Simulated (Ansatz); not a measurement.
Input:

```
SnS2
1.0
    3.65275     0.00000     0.00000
   -1.82637     3.16337     0.00000
    0.00000     0.00000     5.98898
Sn S
1 2
Direct
  0.00000   0.00000   0.00000
  0.33333   0.66667   0.24613
  0.66667   0.33333   0.75387
```

No spin polarisation.

Computed with PBEsol-D3(BJ) (Ansatz, an electronic-structure program, PAW, scalar-relativistic without spin-orbit coupling). Γ-centred 11×11×6 mesh, Fermi–Dirac width 0.05 eV.

**Question.** Predict the gap character, smallest direct gap and width of the top valence band.

**Answer.** 
* **Gap character**: indirect, k = (0.091, 0.091, 0) in the run's primitive reciprocal basis → k = (0, 0.455, 1/3) in the run's primitive reciprocal basis
* **Smallest direct gap**: 1.82 eV
* **Width of the top valence band**: 1.29 eV

Load acts through the strain it causes; cell and atoms are relaxed under it. No phonon test of stability was made. The cell was made from SnS2 in the CdI2 type structure (space group P-3m1, No. 164; layered, stacked along the Cartesian z axis) by this change: pressure −2 GPa.
